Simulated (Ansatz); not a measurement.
We consider Ge2Sb2Te5 (model structure, started from the Ge2Sb2Te5-Kooi type, P-3m1, No. 164, 9 atoms in the cell), described by PBE in Ansatz (plane waves, PAW).

Run with plane-wave cutoff 500 eV, 12×12×4 k mesh (along the axes of the cell as run), Fermi–Dirac smearing 0.05 eV, scalar-relativistic PAW data made under PBE.

Cell (relaxed at this level):

```cif
data_Ge2Sb2Te5
_chemical_formula_sum 'Te5 Ge2 Sb2'
_space_group_name_H-M_alt 'P-3m1'
_space_group_IT_number 164
_space_group_name_Hall '-P 3 2"'
_cell_length_a 4.29548
_cell_length_b 4.29548
_cell_length_c 17.54293
_cell_angle_alpha 90.000
_cell_angle_beta 90.000
_cell_angle_gamma 120.000
loop_
_atom_site_label
_atom_site_type_symbol
_atom_site_symmetry_multiplicity
_atom_site_Wyckoff_symbol
_atom_site_fract_x
_atom_site_fract_y
_atom_site_fract_z
_atom_site_occupancy
Te1 Te 1 a 0.00000 0.00000 0.00000 1
Ge1 Ge 2 d 0.66667 0.33333 0.09867 1
Te2 Te 2 d 0.33333 0.66667 0.19497 1
Sb1 Sb 2 c 0.00000 0.00000 0.31089 1
Te3 Te 2 d 0.66667 0.33333 0.40842 1
```

### Question
What does this level give for the band gap?

### Answer

- band gap: 0.54 eV (on the SCF k mesh)

Note: the relaxation could raise the start's symmetry but not lower it, so the cell can be a saddle point.

Spin–orbit coupling is not included; with these elements it can move the gap by several tenths of an eV or more.

Static lattice: no zero-point or thermal effects.

The result took around 15 core-minutes (rough).

A model structure was made by putting elements into a prototype or built by hand; it is no filed structure, need not be a known phase, and can be a saddle point held by its symmetry.

Ansatz is a first-principles code.
